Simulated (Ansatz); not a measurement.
The starting structures come from a database of crystals and need not be the phases stable at ambient conditions.

 Where the default PAW files enter, the runs use the earlier of Ansatz's two default sets.

The decay constant κ of evanescent states in the gap governs leakage through a thin film.

Input:

```xyz
3
Lattice="3.9977 0.0000 0.0000 1.9989 6.4147 0.0248 1.9989 0.6097 3.4080" Properties=species:S:1:pos:R:3 pbc="T T T"
Cd     0.0000     0.0000     0.0000
Br     5.9966     5.2692     2.5744
Br     1.9989     1.7551     0.8584
```

Space group of this cell: R-3m. The cell was relaxed by PBE-D3(BJ).

Transport runs along the normal of the first two printed cell vectors, the (101) plane of the conventional cell.

The gap is the functional's own, uncorrected, and κ follows it; spin-orbit coupling is left out. Mid-gap values are interpolated between the computed energies.

Q: Estimate the band gap and the smallest decay constant κ at mid-gap that r2SCAN (Ansatz, a program for electronic structure) returns for this system.

A: Gap 3.39 eV on a 10×10×10 mesh; κ = 0.268 1/Å, at the zone centre.
